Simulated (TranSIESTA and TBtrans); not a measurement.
**Al chain with one O atom inserted**

Device: Al chain with one O atom inserted. Leads: straight Al chain, spacing 2.597 Å. Geometry: as built, not relaxed.

TranSIESTA and TBtrans, LDA, DZP numerical orbitals (energy shift 0.15 eV), PseudoDojo norm-conserving scalar-relativistic potentials, mesh cutoff 200 Ry, 300 K, spin-polarised (collinear), no spin-orbit coupling; self-consistent non-equilibrium Green functions.

* **Conductance at 300 K (G0 = 2e²/h)**: 1.32
* **Thermopower (μV/K)**: 3.7
* **Mean T from −0.5 to 0.5 eV**: 0.82

Energies count from the leads' Fermi level. Transmissions are for each spin. The energy step is 0.01 eV; narrower resonances are cut or missed.

```tsv
E (eV)	T up	T down	lead channels up	down
-2.00	0.12	0.12	1	1
-1.90	0.11	0.11	1	1
-1.80	0.097	0.098	1	1
-1.70	0.081	0.082	1	1
-1.60	0.062	0.063	1	1
-1.50	0.039	0.040	1	1
-1.40	0.011	0.011	1	1
-1.30	0	0	0	0
-1.20	0	0	0	0
-1.10	0	0	0	0
-1.00	0	0	0	0
-0.90	0	0	0	0
-0.80	0	0	0	0
-0.70	0	0	0	0
-0.60	0	0	0	0
-0.50	0	0	0	0
-0.40	0	0	0	0
-0.30	0	0	0	0
-0.20	1.07	1.07	3	3
-0.10	1.30	1.31	3	3
0.00	1.34	1.35	3	3
0.10	1.18	1.19	3	3
0.20	1.02	1.02	3	3
0.30	0.89	0.89	3	3
0.40	0.81	0.81	3	3
0.50	0.75	0.75	3	3
0.60	0.71	0.70	3	3
0.70	0.68	0.67	3	3
0.80	0.66	0.65	3	3
0.90	0.64	0.64	3	3
1.00	0.63	0.63	3	3
1.10	0.63	0.63	3	3
1.20	0.63	0.63	3	3
1.30	0.63	0.63	3	3
1.40	0.63	0.63	3	3
1.50	0.64	0.64	3	3
1.60	0.64	0.64	3	3
1.70	0.64	0.64	3	3
1.80	0.64	0.64	3	3
1.90	0.64	0.64	3	3
2.00	0.64	0.64	3	3
```

Moments were seeded on the central atoms alone, and one start was tried. The straight chain is held at its spacing; free chains may zigzag or dimerise.
